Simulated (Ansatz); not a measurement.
**W on the 1x1 (111) surface of fcc Al, one in a 2x2 cell, started at the site 'bridge Al-Al (span 2.9 Å)'**

Level of theory: PBE (plane waves to 420 eV, PAW; Ansatz, a program for electronic structure).

Slab: 17 atoms, 7.0 Å thick at the start under the adsorbate (thin: gaps and levels are the slab's own); k 6x6x1, smearing 0.1 eV, dipole-corrected; 8 atoms held, the rest relaxed; start symmetry kept, larger cells not searched; spin-polarised, no spin-orbit, no U, no dispersion correction. The starting moment vanished. At the end it is bonded to 4 Al. In PBE this state lies 0.96 eV over the lowest of the starts that converged ('top Al', where the adsorbate rearranged the host).

The energy of the end state, in which the adsorbate rearranged the host, against an atom of bcc W is 4.11 eV and the work function of the top face comes out as 3.77 eV. The change of the work function is -0.26 eV and the change of the step from the bottom to the top vacuum level, against the clean slab is -0.25 eV. The energy released by relaxation comes out as 1.87 eV, the height of the binding atom over the mean of the host atoms within 0.3 Å of the top one comes out as 0.532 Å and the magnetic moment of the cell is 0.00 μB. The largest move of a host atom is 1.31 Å, the caution comes out as the host itself rearranges in this cell, so the energy holds part of a reconstruction and the note is in the relaxation the adsorbate left its starting site by 0.7 Å. The cost is roughly 17 core-minutes.

A negative adsorption energy means that the adsorbate is more stable on the surface than in its reference.
